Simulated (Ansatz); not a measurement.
Results of PBEsol in Ansatz (plane waves, PAW) for GdCl3 (P6₃/m, No. 176).

Settings: plane-wave cutoff 500 eV, 6×6×10 k mesh (along the axes of the cell as run), gaussian smearing 0.02 eV, spin-polarised start, scalar-relativistic PAW data made under PBE.

Computed at the level's own relaxed cell.

**Question.** Give the computed equilibrium volume per atom, equilibrium lattice constant a, lattice parameter c and band gap.

**Answer.** 
* **equilibrium volume per atom**: 23.51 Å³/atom
* **equilibrium lattice constant a**: 7.327 Å
* **lattice parameter c**: 4.045 Å
* **band gap**: 2.20 eV (on the SCF k mesh)

Note: the magnetic order was assumed, not searched for or taken from measurement; the 4f shell is treated without U or exact exchange, so its levels and filling can be wrong.

Spin–orbit coupling is not included.

It cost about 12 core-minutes (a rough figure) of CPU time.

Ansatz is an electronic-structure program.
